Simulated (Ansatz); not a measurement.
A computed series for AlRu: response to strain

The parent structure is AlRu in the CsCl type structure (space group Pm-3m, No. 221; a = 2.977 Å; relaxed with 0.1 eV smearing). Axes: x, y, z lie along the cube axes.

Strains are applied to the cell and any free atomic positions relax.

Computed with plane-wave PAW DFT at the PBEsol level (Ansatz, a program for electronic structure, 420 eV), no SOC.

Candidates:
(a) uniaxial strain ε_zz = −1.50 %
(b) uniaxial strain ε_zz = −0.50 %
(c) uniaxial strain ε_zz = +2.50 %
(d) uniaxial strain ε_zz = +1.00 %
(e) uniaxial strain ε_zz = −2.50 %

Notes on the quantities. energy relative to the base: free energy F.

Problem. Order them by energy relative to the base, lowest first.

Solution. (b) uniaxial strain ε_zz = −0.50 % (+0.4 meV/atom), (d) uniaxial strain ε_zz = +1.00 % (+1.4 meV/atom), (a) uniaxial strain ε_zz = −1.50 % (+3.2 meV/atom), (c) uniaxial strain ε_zz = +2.50 % (+8.2 meV/atom), (e) uniaxial strain ε_zz = −2.50 % (+9.2 meV/atom)

No phonon test of stability was made. All final runs are without spin polarisation.
